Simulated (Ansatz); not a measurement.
N on the O site (N_O) in corundum (start: the O site; 120-site cell, 2×2×2 Γ-centred sampling). The numbers are results of PBE, PAW (plane waves to 420 eV; Ansatz, a program for electronic structure), not measurements. Total energies of the localised charge states, counted from that of charge +1, and their image corrections (point charge with alignment); the host's valence-band maximum lies at 7.358 eV on the cells' energy zero and its gap is 5.85 eV.

| charge | moment (μB) | E − E(first) (eV) | correction (eV) |
|---|---|---|---|
| +1 | not spin-polarised | 0.000 | 0.137 |
| 0 | 1.0 | 7.877 | 0.000 |
| −1 | not spin-polarised | 16.786 | 0.181 |

**Question.** Derive the transition levels above the valence-band maximum and say which of them are thermodynamic.

**Answer.** A level is the Fermi energy at which two charges have equal formation energy: ε(q/q′) = [E(q′) + corr(q′) − E(q) − corr(q)] / (q − q′) − E_VBM.
ε(+1/0) = [(7.877 + 0.000) − (0.000 + 0.137)] / 1 − 7.358 = 0.38 eV
ε(0/−1) = [(16.786 + 0.181) − (7.877 + 0.000)] / 1 − 7.358 = 1.73 eV
Thermodynamic levels at least 0.1 eV inside the gap: (+1/0) at 0.38 eV; (0/−1) at 1.73 eV. They hold to tenths of an eV in this cell. Only the charges listed were compared. Flagged in the runs: a host whose relaxation on this sampling wasn't shown to rest, a strain field that reaches the edge of the cell.
